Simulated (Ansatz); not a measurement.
Input and output of a self-consistent single point for BaAlGeH (P3m1, 4 atoms in the cell) (Ansatz, a first-principles code).

Method of the run: PBEsol, default PAW files made with PBE (plane waves; Ansatz).

The change in words: lattice scaled by 0.98. Reference geometry:
```
CELL_PARAMETERS angstrom
      4.36041     0.00000     0.00000
     -2.18020     3.77622     0.00000
      0.00000     0.00000     5.22380
ATOMIC_POSITIONS crystal
  Ba 0.33333 0.66667 0.10859
  Al 0.00000 0.00000 0.64135
  Ge 0.66667 0.33333 0.55274
  H  0.00000 0.00000 0.97289
```

Reference input (self-consistent single point, DFT, PBEsol, plane waves, default PAW files made with PBE): basis.ecutwfc = 420 eV; kpoints.mp_grid.grid = 7 7 5; hamiltonian.xc = pbesol; hamiltonian.pseudopotentials = {kind: paw} (the program's default PAW files); scf.occupations.method = fixed. This run's input differs from it in these lines:

```diff
@@ -3,5 +3,5 @@
   lattice:
-    - [4.360408, 0.000000, 0.000000]
-    - [-2.180204, 3.776224, 0.000000]
-    - [0.000000, 0.000000, 5.223800]
+    - [4.273200, 0.000000, 0.000000]
+    - [-2.136600, 3.700700, 0.000000]
+    - [0.000000, 0.000000, 5.119324]
   atoms:
```

The program printed (abridged):

```
SCF iter   1: F=—  HF=-10658.538661 eV  |F-HF|=—  |Δ(HF+E_count)|=         —  Δρ=4.22e-3  dr2=1.43e-2  ethr=1.77e-3  ⟨swp⟩=4.2  Hψ=2608  notcnv=0  defer=55
all-band conjugate gradients solve this SCF's bands
preconditioner: auto → Resta (q_TF=auto, 2.286 Å⁻¹)
SCF iter   2: F=—  HF=-10658.533968 eV  |F-HF|=—  |Δ(HF+E_count)|=   4.69e-3  Δρ=2.11e-3  dr2=4.01e-3  ethr=5.11e-5  ⟨swp⟩=2.6  Hψ=1083  notcnv=0  defer=61
   [... lines left out ...]
SCF iter   4: F=—  HF=-10658.532895 eV  |F-HF|=—  |Δ(HF+E_count)|=   4.77e-5  Δρ=1.09e-4  dr2=1.17e-5  ethr=2.28e-7  ⟨swp⟩=2.0  Hψ=990  notcnv=0  defer=57
SCF iter   5: F=—  HF=-10658.532896 eV  |F-HF|=—  |Δ(HF+E_count)|=   1.58e-6  Δρ=4.57e-5  dr2=2.54e-6  ethr=4.18e-8  ⟨swp⟩=2.0  Hψ=992  notcnv=0  defer=58
SCF iter   6: F=—  HF=-10658.532895 eV  |F-HF|=—  |Δ(HF+E_count)|=   1.48e-6  Δρ=1.06e-5  dr2=1.02e-7  ethr=9.08e-9  ⟨swp⟩=2.0  Hψ=992  notcnv=0  defer=58
SCF iter   7: F=-10658.532895 eV  HF=-10658.532895 eV  |F-HF|=7.49e-10  |Δ(HF+E_count)|=   3.00e-8  Δρ=1.84e-6  dr2=2.62e-9  ethr=3.57e-10  ⟨swp⟩=7.5  Hψ=3455  notcnv=0
SCF 1 converged in 7 iterations: F = -10658.532895 eV  dr2 = 2.62e-9
Free energy (F): -10658.532895 eV
Internal energy: -10658.532895 eV  (E = F + TS)
E sigma→0 (E₀):  -10658.532895 eV
Fermi energy:    8.003973 eV
--- Forces (eV/Å), atoms counted from 1 ---
  atom   1  Ba    -0.00000000    -0.00000000    -0.16565181
  atom   2  Al     0.00000000     0.00000000    -0.14701572
  atom   3  Ge    -0.00000000    -0.00000000     0.04776965
  atom   4  H      0.00000000    -0.00000000     0.26488968
--- Stress (GPa, compression-positive) ---
        2.015710      -0.000000       0.000000
       -0.000000       2.015710       0.000000
        0.000000       0.000000       1.109643
  P = ⅓ Tr σ = 1.7137 GPa (17.137 kbar)
  The stress holds the Pulay correction. Without it, at fixed plane waves, as pw.x and ABINIT print it: P = 1.6746 GPa
```

The run converged in 7 iterations. Against the reference run the free energy is nearly the same (within 1 meV/atom), the pressure goes from -1.63 to 1.71 GPa, the largest force goes from 0.125 to 0.265 eV/Å and the gap on the mesh hardly changes (0.777 to 0.776 eV).

The starting cell comes from a database of computed structures (which also holds hypothetical and non-ambient phases and stackings), without a prior relaxation at this level. Its lattice was rescaled by up to half a per cent. One atom was moved a little off its site on purpose. For this run, on top of that: lattice scaled by 0.98. Ansatz's pressure includes its estimate of the finite-basis (Pulay) stress. Another mesh or the band path of this cell gives a smaller gap, so this value is not converged in the mesh.

Keys are those of Ansatz 0.2.
